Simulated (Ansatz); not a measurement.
**Element substitutions in BAs**

Take BAs in the zinc blende structure (space group F-43m, No. 216; a = 4.809 Å) as the base.

Each row replaces one element on all its sites; cell and atoms are relaxed.

Method: Ansatz (an electronic-structure program) PBE, no spin-orbit coupling, earlier PAW set.

**Question.** Only one of these keeps a band gap. Which?
A) As → Au
B) As → Ga
C) As → P

**Answer.** C, As → P. Computed: As → P: 1.25 eV; As → Ga: zero; As → Au: zero

No phonon test of stability was made. As relaxed here, GaB and AuB are hypothetical phases, not in the database extracts checked. All final runs are without spin polarisation.
